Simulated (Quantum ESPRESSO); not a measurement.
# A short convergence ladder for Mo₂N (R3m, 3 atoms in the cell)

```yaml
crystal:
  lattice:
    - [1.44510, 0.83433, 5.01710]
    - [-1.44510, 0.83433, 5.01710]
    - [0.00000, -1.66866, 5.01710]
  atoms:
    - { symbol: Mo, position: [0.24621, 0.24621, 0.24621] }
    - { symbol: Mo, position: [0.75711, 0.75711, 0.75711] }
    - { symbol: N, position: [0.00000, 0.00000, 0.00000] }
```

Base method: LDA (PZ), GBRV 1.5 ultrasoft (LDA) pseudopotentials (plane waves; Quantum ESPRESSO 7.5).

Base settings: ecutwfc = 40 Ry; ecutrho = 320 Ry; occupations = smearing; smearing = fermi-dirac; degauss = 0.0073499 Ry; potentials = {Mo: mo_lda_v1.uspp.F.UPF, N: n_lda_v1.2.uspp.F.UPF}; K_POINTS = automatic 6 6 6 0 0 0; conv_thr = 1e-11 Ry; mixing_beta = 0.4.

The count of work is k-points × plane waves × bands × iterations; it is no time. Core times come from one kind of shared machine, to one figure; runs under 30 s give none.

**The k-point mesh**

The second cell is the first with its lattice scaled by 0.98.

Only quantities that move along the ladder and can be compared are tabulated.

| K_POINTS | free energy less the last step's (meV/atom) | energy of the compressed cell less the first (meV/atom) | pressure (GPa) | largest difference of a force vector from the last step's (eV/Å) | count of work / last | core time / last (rough) |
|---|---|---|---|---|---|---|
| automatic 2 2 2 0 0 0 | 261.22 | 0.91 | -9.68 | 4.005 | 0.066 | – |
| automatic 4 4 4 0 0 0 | 63.67 | -11.02 | -12.39 | 0.472 | 0.23 | 0.3 |
| automatic 6 6 6 0 0 0 | -5.29 | -18.12 | -13.90 | 0.067 | 0.53 | 0.5 |
| automatic 8 8 8 0 0 0 | 0.00 | -17.54 | -13.78 | 0.000 | 1.0 | 1 |

Coarsest K_POINTS that holds the free energy within 2 meV/atom: not settled: the last two steps still differ by 5.3 meV/atom, over half the tolerance, so the ladder does not show it.

Coarsest K_POINTS that holds the pressure within 1 GPa of the last step, with all finer ones: automatic 6 6 6 0 0 0; the step before is off by 1.4 GPa.

Coarsest K_POINTS that holds the energy of the compressed cell less the first within 2 meV/atom of the last step, with all finer ones: automatic 6 6 6 0 0 0; the step before is off by 6.5 meV/atom.

On the base run: the starting cell comes from a database of computed structures (which also holds hypothetical and non-ambient phases and stackings), without a prior relaxation at this level. Its lattice was rescaled by up to half a per cent. One atom was moved a little off its site on purpose. Spin polarisation is off; with an odd number of electrons in the cell that forces a metal, and a magnetic state may lie lower. In the base run, with a pressure of about -14 GPa the cell is away from its equilibrium volume at this level. Without a gap this mesh is coarse (it stands for a supercell whose shortest vector is 17 Å).
